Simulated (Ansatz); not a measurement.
# GaN (space group P6_422, No. 181; a hypothetical phase, not in the database extracts checked)

Space group P6₄22 (No. 181); a = 3.164 Å, b = 3.164 Å, c = 7.439 Å, α = 90.00°, β = 90.00°, γ = 120.00°

| atom | site | symmetry | x | y | z |
|---|---|---|---|---|---|
| Ga | 3d | 222 | 0.5000 | 0.0000 | 0.5000 |
| N | 3c | 222 | 0.5000 | 0.0000 | 0.0000 |

Calculations: PBE in Ansatz (plane waves to 420 eV, PAW, no spin-orbit coupling). k-mesh 12×12×5 (Γ-centred); smearing 0.05 eV (Fermi–Dirac).

| Property | Result |
|---|---|
| Volume per atom | 10.75 Å³ |
| Density | 6.47 g/cm³ |
| Band gap | 1.20 eV, direct at Γ |
| Electron mass | 0.12 mₑ |
| Lowest conduction-band minima above the VBM | Γ 1.20 eV |
| Total energy | -2083.586 eV/atom (σ→0; compares only within this code and set-up) |

Masses are band curvatures over ±0.01 Å⁻¹ around the edge. Whether these cells are dynamically stable was not tested. The base started in P3_121 and relaxed to P6_422 at this level.

Ansatz is a program for electronic structure.
